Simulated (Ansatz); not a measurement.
Defect: O vacancy in monoclinic ZrO2, charge state +2. All values below come from PBE, PAW (plane waves to 420 eV; Ansatz, a first-principles code).

Cell of 324 host sites held at the relaxed PBE lattice; the Γ point alone; Fermi-Dirac width 0.01 eV, spin-restricted; finite-size errors left in. Static, classical nuclei. The charge state is imposed; whether it is stable for some Fermi level was not computed. Forms of the defect that were not tried may lie lower.

Barriers: single points on a 2×2×2 k-point mesh shifted by half a step at the bands' geometries.

Relaxed starting cell (atoms counted from 1):

```yaml
crystal:
  lattice:
    - [15.56801, 0.00000, 0.00000]
    - [0.00000, 15.72531, 0.00000]
    - [-2.71062, 0.00000, 15.90722]
  atoms:
    - { symbol: Zr, position: [0.09930, 0.16365, 0.22984] }
    - { symbol: Zr, position: [0.09203, 0.15266, 0.56977] }
    - { symbol: Zr, position: [0.09210, 0.15262, 0.90337] }
    - { symbol: Zr, position: [0.09221, 0.48584, 0.23667] }
    - { symbol: Zr, position: [0.09172, 0.48596, 0.57018] }
    - { symbol: Zr, position: [0.09195, 0.48588, 0.90321] }
    - { symbol: Zr, position: [0.09052, 0.81951, 0.23702] }
    - { symbol: Zr, position: [0.09190, 0.81811, 0.57149] }
    - { symbol: Zr, position: [0.09163, 0.81910, 0.90345] }
    - { symbol: Zr, position: [0.42515, 0.15258, 0.23706] }
    - { symbol: Zr, position: [0.42492, 0.15258, 0.57008] }
    - { symbol: Zr, position: [0.42530, 0.15233, 0.90341] }
    - { symbol: Zr, position: [0.42591, 0.48638, 0.23631] }
    - { symbol: Zr, position: [0.42521, 0.48566, 0.57051] }
    - { symbol: Zr, position: [0.42541, 0.48577, 0.90336] }
    - { symbol: Zr, position: [0.42492, 0.81849, 0.23682] }
    - { symbol: Zr, position: [0.42596, 0.81881, 0.57077] }
    - { symbol: Zr, position: [0.42497, 0.81838, 0.90324] }
    - { symbol: Zr, position: [0.75729, 0.15247, 0.23675] }
    - { symbol: Zr, position: [0.75842, 0.15284, 0.57052] }
    - { symbol: Zr, position: [0.75849, 0.15235, 0.90333] }
    - { symbol: Zr, position: [0.75851, 0.48492, 0.23673] }
    - { symbol: Zr, position: [0.75864, 0.48520, 0.57056] }
    - { symbol: Zr, position: [0.75862, 0.48522, 0.90349] }
    - { symbol: Zr, position: [0.75486, 0.81443, 0.23540] }
    - { symbol: Zr, position: [0.75814, 0.81892, 0.56990] }
    - { symbol: Zr, position: [0.75845, 0.81868, 0.90294] }
    - { symbol: Zr, position: [0.24439, 0.18083, 0.09463] }
    - { symbol: Zr, position: [0.24087, 0.18300, 0.43083] }
    - { symbol: Zr, position: [0.24156, 0.18114, 0.76334] }
    - { symbol: Zr, position: [0.24160, 0.51502, 0.09677] }
    - { symbol: Zr, position: [0.24161, 0.51541, 0.43044] }
    - { symbol: Zr, position: [0.24153, 0.51457, 0.76358] }
    - { symbol: Zr, position: [0.24125, 0.84793, 0.09661] }
    - { symbol: Zr, position: [0.24295, 0.84624, 0.43064] }
    - { symbol: Zr, position: [0.24134, 0.84756, 0.76410] }
    - { symbol: Zr, position: [0.57416, 0.18145, 0.09654] }
    - { symbol: Zr, position: [0.57391, 0.18183, 0.43008] }
    - { symbol: Zr, position: [0.57484, 0.18136, 0.76344] }
    - { symbol: Zr, position: [0.57528, 0.51451, 0.09656] }
    - { symbol: Zr, position: [0.57520, 0.51460, 0.43059] }
    - { symbol: Zr, position: [0.57493, 0.51454, 0.76350] }
    - { symbol: Zr, position: [0.57347, 0.84739, 0.09636] }
    - { symbol: Zr, position: [0.57410, 0.84786, 0.43023] }
    - { symbol: Zr, position: [0.57495, 0.84788, 0.76337] }
    - { symbol: Zr, position: [0.90795, 0.17866, 0.09814] }
    - { symbol: Zr, position: [0.90834, 0.18073, 0.42992] }
    - { symbol: Zr, position: [0.90813, 0.18119, 0.76361] }
    - { symbol: Zr, position: [0.90791, 0.51456, 0.09686] }
    - { symbol: Zr, position: [0.90788, 0.51486, 0.43024] }
    - { symbol: Zr, position: [0.90801, 0.51445, 0.76350] }
    - { symbol: Zr, position: [0.90781, 0.84828, 0.09567] }
    - { symbol: Zr, position: [0.90846, 0.84764, 0.43003] }
    - { symbol: Zr, position: [0.90803, 0.84817, 0.76282] }
    - { symbol: Zr, position: [0.24500, 0.32202, 0.26459] }
    - { symbol: Zr, position: [0.24110, 0.31978, 0.59714] }
    - { symbol: Zr, position: [0.24186, 0.31933, 0.92945] }
    - { symbol: Zr, position: [0.24117, 0.65246, 0.26337] }
    - { symbol: Zr, position: [0.24160, 0.65210, 0.59731] }
    - { symbol: Zr, position: [0.24124, 0.65213, 0.93022] }
    - { symbol: Zr, position: [0.24020, 0.98483, 0.26242] }
    - { symbol: Zr, position: [0.24361, 0.98516, 0.59932] }
    - { symbol: Zr, position: [0.24151, 0.98559, 0.92995] }
    - { symbol: Zr, position: [0.57459, 0.31920, 0.26371] }
    - { symbol: Zr, position: [0.57481, 0.31890, 0.59730] }
    - { symbol: Zr, position: [0.57493, 0.31887, 0.93014] }
    - { symbol: Zr, position: [0.57366, 0.65111, 0.26327] }
    - { symbol: Zr, position: [0.57490, 0.65201, 0.59688] }
    - { symbol: Zr, position: [0.57479, 0.65195, 0.92985] }
    - { symbol: Zr, position: [0.57393, 0.98496, 0.26320] }
    - { symbol: Zr, position: [0.57455, 0.98579, 0.59673] }
    - { symbol: Zr, position: [0.57400, 0.98503, 0.92952] }
    - { symbol: Zr, position: [0.90813, 0.31866, 0.26476] }
    - { symbol: Zr, position: [0.90814, 0.31862, 0.59659] }
    - { symbol: Zr, position: [0.90756, 0.31805, 0.93053] }
    - { symbol: Zr, position: [0.90769, 0.65183, 0.26352] }
    - { symbol: Zr, position: [0.90761, 0.65218, 0.59694] }
    - { symbol: Zr, position: [0.90808, 0.65221, 0.92995] }
    - { symbol: Zr, position: [0.89310, 0.97919, 0.26016] }
    - { symbol: Zr, position: [0.90788, 0.98610, 0.59618] }
    - { symbol: Zr, position: [0.90823, 0.98554, 0.92985] }
    - { symbol: Zr, position: [0.09209, 0.01401, 0.07012] }
    - { symbol: Zr, position: [0.09516, 0.00807, 0.41210] }
    - { symbol: Zr, position: [0.09191, 0.01442, 0.73661] }
    - { symbol: Zr, position: [0.09136, 0.34966, 0.06847] }
    - { symbol: Zr, position: [0.09169, 0.34907, 0.40354] }
    - { symbol: Zr, position: [0.09162, 0.34785, 0.73663] }
    - { symbol: Zr, position: [0.09140, 0.68164, 0.07039] }
    - { symbol: Zr, position: [0.09184, 0.68139, 0.40338] }
    - { symbol: Zr, position: [0.09166, 0.68101, 0.73729] }
    - { symbol: Zr, position: [0.42563, 0.01406, 0.06967] }
    - { symbol: Zr, position: [0.42412, 0.01486, 0.40335] }
    - { symbol: Zr, position: [0.42618, 0.01497, 0.73743] }
    - { symbol: Zr, position: [0.42591, 0.34858, 0.07007] }
    - { symbol: Zr, position: [0.42653, 0.34885, 0.40476] }
    - { symbol: Zr, position: [0.42525, 0.34794, 0.73701] }
    - { symbol: Zr, position: [0.42501, 0.68120, 0.06990] }
    - { symbol: Zr, position: [0.42568, 0.68087, 0.40342] }
    - { symbol: Zr, position: [0.42542, 0.68117, 0.73680] }
    - { symbol: Zr, position: [0.75618, 0.01448, 0.06837] }
    - { symbol: Zr, position: [0.75660, 0.01553, 0.40450] }
    - { symbol: Zr, position: [0.75839, 0.01469, 0.73661] }
    - { symbol: Zr, position: [0.75890, 0.34746, 0.07018] }
    - { symbol: Zr, position: [0.75853, 0.34786, 0.40391] }
    - { symbol: Zr, position: [0.75870, 0.34787, 0.73704] }
    - { symbol: Zr, position: [0.75878, 0.68051, 0.06936] }
    - { symbol: Zr, position: [0.75842, 0.68098, 0.40395] }
    - { symbol: Zr, position: [0.75868, 0.68113, 0.73676] }
    - { symbol: O, position: [0.02179, 0.05856, 0.61589] }
    - { symbol: O, position: [0.01986, 0.06233, 0.95471] }
    - { symbol: O, position: [0.02260, 0.38897, 0.28203] }
    - { symbol: O, position: [0.02163, 0.39103, 0.61617] }
    - { symbol: O, position: [0.02094, 0.39145, 0.95138] }
    - { symbol: O, position: [0.01999, 0.72698, 0.28383] }
    - { symbol: O, position: [0.02070, 0.72572, 0.61695] }
    - { symbol: O, position: [0.02089, 0.72599, 0.95119] }
    - { symbol: O, position: [0.35140, 0.06010, 0.28406] }
    - { symbol: O, position: [0.35513, 0.05884, 0.61763] }
    - { symbol: O, position: [0.35491, 0.05812, 0.95022] }
    - { symbol: O, position: [0.35626, 0.39262, 0.28475] }
    - { symbol: O, position: [0.35481, 0.39127, 0.61686] }
    - { symbol: O, position: [0.35522, 0.39188, 0.95029] }
    - { symbol: O, position: [0.35458, 0.72491, 0.28354] }
    - { symbol: O, position: [0.35497, 0.72476, 0.61668] }
    - { symbol: O, position: [0.35460, 0.72475, 0.95045] }
    - { symbol: O, position: [0.68879, 0.05695, 0.28330] }
    - { symbol: O, position: [0.68811, 0.05820, 0.61644] }
    - { symbol: O, position: [0.68800, 0.05772, 0.94997] }
    - { symbol: O, position: [0.68878, 0.39063, 0.28363] }
    - { symbol: O, position: [0.68842, 0.39119, 0.61713] }
    - { symbol: O, position: [0.68896, 0.39084, 0.95056] }
    - { symbol: O, position: [0.68728, 0.72249, 0.28365] }
    - { symbol: O, position: [0.68850, 0.72462, 0.61648] }
    - { symbol: O, position: [0.68841, 0.72454, 0.94992] }
    - { symbol: O, position: [0.31268, 0.27589, 0.04941] }
    - { symbol: O, position: [0.31282, 0.27587, 0.38427] }
    - { symbol: O, position: [0.31158, 0.27514, 0.71613] }
    - { symbol: O, position: [0.31162, 0.60879, 0.05009] }
    - { symbol: O, position: [0.31134, 0.60952, 0.38354] }
    - { symbol: O, position: [0.31171, 0.60876, 0.71675] }
    - { symbol: O, position: [0.31131, 0.94255, 0.05049] }
    - { symbol: O, position: [0.30838, 0.94408, 0.38326] }
    - { symbol: O, position: [0.31236, 0.94206, 0.71751] }
    - { symbol: O, position: [0.64546, 0.27512, 0.05047] }
    - { symbol: O, position: [0.64482, 0.27536, 0.38362] }
    - { symbol: O, position: [0.64494, 0.27544, 0.71684] }
    - { symbol: O, position: [0.64539, 0.60821, 0.04963] }
    - { symbol: O, position: [0.64467, 0.60856, 0.38365] }
    - { symbol: O, position: [0.64511, 0.60888, 0.71676] }
    - { symbol: O, position: [0.64418, 0.94137, 0.04960] }
    - { symbol: O, position: [0.64406, 0.94257, 0.38356] }
    - { symbol: O, position: [0.64498, 0.94220, 0.71632] }
    - { symbol: O, position: [0.98073, 0.27093, 0.05264] }
    - { symbol: O, position: [0.97801, 0.27691, 0.38488] }
    - { symbol: O, position: [0.97873, 0.27440, 0.71575] }
    - { symbol: O, position: [0.97821, 0.60891, 0.05040] }
    - { symbol: O, position: [0.97810, 0.60991, 0.38370] }
    - { symbol: O, position: [0.97835, 0.60836, 0.71625] }
    - { symbol: O, position: [0.97939, 0.93966, 0.04760] }
    - { symbol: O, position: [0.97769, 0.94849, 0.37471] }
    - { symbol: O, position: [0.97900, 0.94074, 0.71422] }
    - { symbol: O, position: [0.31119, 0.22552, 0.21613] }
    - { symbol: O, position: [0.31039, 0.22507, 0.54825] }
    - { symbol: O, position: [0.31181, 0.22489, 0.88317] }
    - { symbol: O, position: [0.31159, 0.55816, 0.21683] }
    - { symbol: O, position: [0.31159, 0.55802, 0.55038] }
    - { symbol: O, position: [0.31153, 0.55819, 0.88332] }
    - { symbol: O, position: [0.31069, 0.89176, 0.21731] }
    - { symbol: O, position: [0.31232, 0.89114, 0.55033] }
    - { symbol: O, position: [0.31156, 0.89110, 0.88367] }
    - { symbol: O, position: [0.64499, 0.22444, 0.21701] }
    - { symbol: O, position: [0.64455, 0.22463, 0.54996] }
    - { symbol: O, position: [0.64521, 0.22461, 0.88350] }
    - { symbol: O, position: [0.64474, 0.55731, 0.21687] }
    - { symbol: O, position: [0.64514, 0.55773, 0.55039] }
    - { symbol: O, position: [0.64513, 0.55771, 0.88340] }
    - { symbol: O, position: [0.64373, 0.89019, 0.21673] }
    - { symbol: O, position: [0.64476, 0.89150, 0.54978] }
    - { symbol: O, position: [0.64515, 0.89147, 0.88314] }
    - { symbol: O, position: [0.97853, 0.21654, 0.22352] }
    - { symbol: O, position: [0.97838, 0.22340, 0.54916] }
    - { symbol: O, position: [0.97899, 0.22602, 0.88278] }
    - { symbol: O, position: [0.97846, 0.55761, 0.21741] }
    - { symbol: O, position: [0.97819, 0.55831, 0.54993] }
    - { symbol: O, position: [0.97867, 0.55837, 0.88330] }
    - { symbol: O, position: [0.97846, 0.89995, 0.21465] }
    - { symbol: O, position: [0.98015, 0.89482, 0.54587] }
    - { symbol: O, position: [0.97942, 0.89386, 0.88150] }
    - { symbol: O, position: [0.01913, 0.09857, 0.13005] }
    - { symbol: O, position: [0.02190, 0.10767, 0.44535] }
    - { symbol: O, position: [0.02076, 0.10699, 0.78478] }
    - { symbol: O, position: [0.02160, 0.44204, 0.11686] }
    - { symbol: O, position: [0.02195, 0.44357, 0.44912] }
    - { symbol: O, position: [0.02133, 0.44144, 0.78393] }
    - { symbol: O, position: [0.02018, 0.77576, 0.11842] }
    - { symbol: O, position: [0.02203, 0.77779, 0.44926] }
    - { symbol: O, position: [0.02120, 0.77485, 0.78409] }
    - { symbol: O, position: [0.35621, 0.10944, 0.11635] }
    - { symbol: O, position: [0.35144, 0.10805, 0.44958] }
    - { symbol: O, position: [0.35509, 0.10868, 0.78375] }
    - { symbol: O, position: [0.35483, 0.44193, 0.11726] }
    - { symbol: O, position: [0.35506, 0.44255, 0.45041] }
    - { symbol: O, position: [0.35483, 0.44197, 0.78354] }
    - { symbol: O, position: [0.35438, 0.77565, 0.11701] }
    - { symbol: O, position: [0.35542, 0.77597, 0.44972] }
    - { symbol: O, position: [0.35478, 0.77516, 0.78361] }
    - { symbol: O, position: [0.68843, 0.10922, 0.11660] }
    - { symbol: O, position: [0.68740, 0.10903, 0.45002] }
    - { symbol: O, position: [0.68838, 0.10878, 0.78351] }
    - { symbol: O, position: [0.68876, 0.44181, 0.11682] }
    - { symbol: O, position: [0.68861, 0.44196, 0.45046] }
    - { symbol: O, position: [0.68860, 0.44204, 0.78366] }
    - { symbol: O, position: [0.68653, 0.77349, 0.11662] }
    - { symbol: O, position: [0.68838, 0.77571, 0.44983] }
    - { symbol: O, position: [0.68843, 0.77551, 0.78327] }
    - { symbol: O, position: [0.15379, 0.25042, 0.32556] }
    - { symbol: O, position: [0.15013, 0.24732, 0.65792] }
    - { symbol: O, position: [0.15128, 0.24811, 0.99192] }
    - { symbol: O, position: [0.14962, 0.58229, 0.32526] }
    - { symbol: O, position: [0.15014, 0.58103, 0.65880] }
    - { symbol: O, position: [0.14992, 0.58167, 0.99220] }
    - { symbol: O, position: [0.14783, 0.91499, 0.32679] }
    - { symbol: O, position: [0.15086, 0.91393, 0.65934] }
    - { symbol: O, position: [0.15001, 0.91496, 0.99231] }
    - { symbol: O, position: [0.48338, 0.24810, 0.32550] }
    - { symbol: O, position: [0.48319, 0.24762, 0.65850] }
    - { symbol: O, position: [0.48397, 0.24791, 0.99218] }
    - { symbol: O, position: [0.48313, 0.58135, 0.32547] }
    - { symbol: O, position: [0.48375, 0.58118, 0.65873] }
    - { symbol: O, position: [0.48367, 0.58130, 0.99208] }
    - { symbol: O, position: [0.48229, 0.91488, 0.32520] }
    - { symbol: O, position: [0.48374, 0.91465, 0.65869] }
    - { symbol: O, position: [0.48302, 0.91440, 0.99190] }
    - { symbol: O, position: [0.81718, 0.24638, 0.32572] }
    - { symbol: O, position: [0.81695, 0.24778, 0.65885] }
    - { symbol: O, position: [0.81780, 0.24742, 0.99265] }
    - { symbol: O, position: [0.81706, 0.58047, 0.32559] }
    - { symbol: O, position: [0.81702, 0.58096, 0.65881] }
    - { symbol: O, position: [0.81718, 0.58104, 0.99203] }
    - { symbol: O, position: [0.81382, 0.91164, 0.32443] }
    - { symbol: O, position: [0.81714, 0.91465, 0.65774] }
    - { symbol: O, position: [0.81716, 0.91495, 0.99182] }
    - { symbol: O, position: [0.18269, 0.08562, 0.00766] }
    - { symbol: O, position: [0.15769, 0.08430, 0.33319] }
    - { symbol: O, position: [0.18290, 0.08539, 0.67490] }
    - { symbol: O, position: [0.18278, 0.41957, 0.00772] }
    - { symbol: O, position: [0.18315, 0.42058, 0.34139] }
    - { symbol: O, position: [0.18284, 0.41873, 0.67485] }
    - { symbol: O, position: [0.18259, 0.75261, 0.00872] }
    - { symbol: O, position: [0.18256, 0.75286, 0.34154] }
    - { symbol: O, position: [0.18263, 0.75180, 0.67543] }
    - { symbol: O, position: [0.51648, 0.08551, 0.00821] }
    - { symbol: O, position: [0.51463, 0.08563, 0.34129] }
    - { symbol: O, position: [0.51651, 0.08576, 0.67469] }
    - { symbol: O, position: [0.51679, 0.41904, 0.00823] }
    - { symbol: O, position: [0.51711, 0.41921, 0.34170] }
    - { symbol: O, position: [0.51618, 0.41882, 0.67509] }
    - { symbol: O, position: [0.51596, 0.75218, 0.00803] }
    - { symbol: O, position: [0.51609, 0.75244, 0.34132] }
    - { symbol: O, position: [0.51644, 0.75234, 0.67484] }
    - { symbol: O, position: [0.84946, 0.08560, 0.00931] }
    - { symbol: O, position: [0.85083, 0.08330, 0.34022] }
    - { symbol: O, position: [0.84977, 0.08556, 0.67471] }
    - { symbol: O, position: [0.85025, 0.41849, 0.00886] }
    - { symbol: O, position: [0.85034, 0.41793, 0.34153] }
    - { symbol: O, position: [0.84992, 0.41858, 0.67504] }
    - { symbol: O, position: [0.84955, 0.75267, 0.00800] }
    - { symbol: O, position: [0.84895, 0.75189, 0.34145] }
    - { symbol: O, position: [0.84955, 0.75228, 0.67444] }
    - { symbol: O, position: [0.18541, 0.08258, 0.17286] }
    - { symbol: O, position: [0.18385, 0.08031, 0.50824] }
    - { symbol: O, position: [0.18275, 0.08127, 0.84151] }
    - { symbol: O, position: [0.18308, 0.41410, 0.17445] }
    - { symbol: O, position: [0.18264, 0.41462, 0.50817] }
    - { symbol: O, position: [0.18285, 0.41463, 0.84141] }
    - { symbol: O, position: [0.18149, 0.74859, 0.17544] }
    - { symbol: O, position: [0.18241, 0.74826, 0.50867] }
    - { symbol: O, position: [0.18266, 0.74792, 0.84196] }
    - { symbol: O, position: [0.51627, 0.08086, 0.17528] }
    - { symbol: O, position: [0.51419, 0.08151, 0.50763] }
    - { symbol: O, position: [0.51643, 0.08109, 0.84151] }
    - { symbol: O, position: [0.51652, 0.41452, 0.17491] }
    - { symbol: O, position: [0.51647, 0.41448, 0.50859] }
    - { symbol: O, position: [0.51642, 0.41442, 0.84170] }
    - { symbol: O, position: [0.51556, 0.74736, 0.17482] }
    - { symbol: O, position: [0.51633, 0.74791, 0.50810] }
    - { symbol: O, position: [0.51631, 0.74775, 0.84143] }
    - { symbol: O, position: [0.84874, 0.07800, 0.17553] }
    - { symbol: O, position: [0.84905, 0.08183, 0.50766] }
    - { symbol: O, position: [0.84959, 0.08128, 0.84189] }
    - { symbol: O, position: [0.84981, 0.41323, 0.17537] }
    - { symbol: O, position: [0.84995, 0.41485, 0.50827] }
    - { symbol: O, position: [0.84992, 0.41376, 0.84210] }
    - { symbol: O, position: [0.84901, 0.74738, 0.17463] }
    - { symbol: O, position: [0.85093, 0.74954, 0.50747] }
    - { symbol: O, position: [0.84982, 0.74784, 0.84139] }
    - { symbol: O, position: [0.15054, 0.25238, 0.15823] }
    - { symbol: O, position: [0.14962, 0.25222, 0.49130] }
    - { symbol: O, position: [0.15037, 0.25231, 0.82485] }
    - { symbol: O, position: [0.15023, 0.58569, 0.15878] }
    - { symbol: O, position: [0.15032, 0.58623, 0.49211] }
    - { symbol: O, position: [0.15000, 0.58553, 0.82554] }
    - { symbol: O, position: [0.14981, 0.91953, 0.15932] }
    - { symbol: O, position: [0.15194, 0.91790, 0.49488] }
    - { symbol: O, position: [0.15033, 0.91914, 0.82548] }
    - { symbol: O, position: [0.48366, 0.25232, 0.15900] }
    - { symbol: O, position: [0.48325, 0.25234, 0.49222] }
    - { symbol: O, position: [0.48380, 0.25222, 0.82540] }
    - { symbol: O, position: [0.48348, 0.58527, 0.15861] }
    - { symbol: O, position: [0.48375, 0.58567, 0.49209] }
    - { symbol: O, position: [0.48379, 0.58558, 0.82529] }
    - { symbol: O, position: [0.48300, 0.91864, 0.15857] }
    - { symbol: O, position: [0.48307, 0.91929, 0.49169] }
    - { symbol: O, position: [0.48375, 0.91892, 0.82543] }
    - { symbol: O, position: [0.81969, 0.25047, 0.15913] }
    - { symbol: O, position: [0.81717, 0.25240, 0.49217] }
    - { symbol: O, position: [0.81707, 0.25193, 0.82576] }
    - { symbol: O, position: [0.81705, 0.58508, 0.15875] }
    - { symbol: O, position: [0.81689, 0.58651, 0.49239] }
    - { symbol: O, position: [0.81718, 0.58540, 0.82539] }
    - { symbol: O, position: [0.81286, 0.91613, 0.15802] }
    - { symbol: O, position: [0.81768, 0.91950, 0.49084] }
    - { symbol: O, position: [0.81719, 0.91892, 0.82482] }
```
Cell charge +2.

End state 1 differs by these moves (Å; atoms that move under 0.08 Å are left out):

| atom | element | Δx | Δy | Δz |
|---|---|---|---|---|
| 1 | Zr | -0.22 | -0.10 | -0.04 |
| 29 | Zr | 0.11 | 0.08 | 0.16 |
| 46 | Zr | -0.05 | 0.06 | -0.08 |
| 55 | Zr | -0.02 | -0.08 | 0.01 |
| 61 | Zr | 0.13 | -0.10 | -0.06 |
| 79 | Zr | 0.21 | 0.10 | 0.03 |
| 83 | Zr | -0.18 | 0.00 | -0.06 |
| 110 | O | 0.06 | -0.10 | -0.08 |
| 153 | O | -0.03 | 0.06 | -0.05 |
| 160 | O | -0.08 | -0.10 | 0.16 |
| 163 | O | 0.06 | 0.07 | 0.07 |
| 168 | O | 0.07 | -0.04 | -0.06 |
| 180 | O | -0.02 | 0.16 | -0.16 |
| 186 | O | 0.02 | -0.09 | 0.05 |
| 187 | O | -0.04 | -0.05 | 0.06 |
| 189 | O | 0.04 | 0.15 | -0.27 |
| 190 | O | -0.07 | -0.01 | 0.12 |
| 216 | O | 0.10 | -0.44 | 0.03 |
| 222 | O | 0.08 | 0.11 | -0.01 |
| 240 | O | 0.07 | 0.04 | -0.01 |
| 244 | O | -1.76 | -0.40 | -0.68 |
| 247 | O | -0.03 | -0.11 | 0.03 |
| 270 | O | -0.08 | -0.04 | 0.16 |
| 271 | O | 0.02 | 0.02 | -0.16 |
| 303 | O | 0.05 | -0.05 | -0.04 |
| 321 | O | 0.08 | 0.06 | 0.02 |

Task: Predict the forward and backward barriers to end state 1 from PBE, PAW.

Result: forward 0.68 eV, backward 0.084 eV; at the saddle point atom 244 has neighbours 2 Zr at 1.99 Å. The saddle point's order was not checked.

End state 2 differs by these moves (Å; atoms that move under 0.08 Å are left out):

```csv
atom,element,Δx,Δy,Δz
1,Zr,-0.14,-0.18,0.11
53,Zr,-0.14,-0.18,0.11
79,Zr,0.20,0.20,-0.08
83,Zr,0.20,0.20,-0.08
117,O,0.07,-0.04,-0.01
151,O,0.07,-0.04,-0.01
160,O,0.92,1.62,-1.31
180,O,0.01,0.09,-0.09
186,O,-0.02,-0.12,0.11
187,O,0.04,0.11,-0.14
189,O,0.04,0.11,-0.14
190,O,-0.02,-0.12,0.11
196,O,0.01,0.09,-0.09
240,O,0.42,0.07,0.15
244,O,0.42,0.07,0.15
270,O,-0.06,-0.03,0.05
288,O,0.00,0.07,-0.05
304,O,0.00,0.07,-0.05
322,O,-0.06,-0.03,0.05
```

Task: Predict the forward and backward barriers to end state 2 from PBE, PAW.

Result: forward 0.71 eV, backward 0.71 eV; at the saddle point atom 160 has neighbours 2 Zr at 1.92 Å. The saddle point's order was not checked, and it lies on a symmetry element of the cell, where a band can be held.
